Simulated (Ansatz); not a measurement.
The starting structures come from a database of crystals and need not be the phases stable at ambient conditions.

The decay constant κ of evanescent states in the gap governs leakage through a thin film.

Data:

```xyz
16
Lattice="5.6103 0.0000 0.0000 -2.8052 9.3928 0.0000 0.0000 0.0000 7.7089" Properties=species:S:1:pos:R:3 pbc="T T T"
K      2.8893     5.9169     1.9272
K      0.0841     3.4759     5.7817
V      1.4032     2.0268     1.9272
V     -1.4020     7.3661     5.7817
Cu     1.4909     0.0000     3.8544
Cu     1.4909     0.0000     0.0000
Cu     1.3993     7.3540     5.7817
Cu     4.2045     2.0388     1.9272
Se    -0.0683     7.3268     7.7009
Se     2.7368     2.0661     0.0079
Se    -0.0683     7.3268     3.8624
Se     2.7368     2.0661     3.8465
Se     0.0306     0.0868     1.9272
Se    -2.7746     9.3061     5.7817
Se     2.9004     5.4672     5.7817
Se     0.0953     3.9256     1.9272
```

Space group of this cell: Ama2. The cell is taken as given; by PBEsol its mean pressure is -2.7 GPa.

Transport runs along the normal of the first two printed cell vectors.

The gap is the functional's own, uncorrected, and κ follows it; spin-orbit coupling is left out. Mid-gap values are interpolated between the computed energies.

Problem. Estimate the band gap and the smallest decay constant κ at mid-gap that PBEsol in Ansatz (a quantum-chemistry and plane-wave program) returns for this system.

Solution. Gap 0.80 eV on a 6×6×4 mesh; κ = 0.201 1/Å, at (0.500, 0.000) of the in-plane reciprocal vectors. At the zone centre, at the nearest computed energy, the slowest state has κ = 0.23 1/Å.
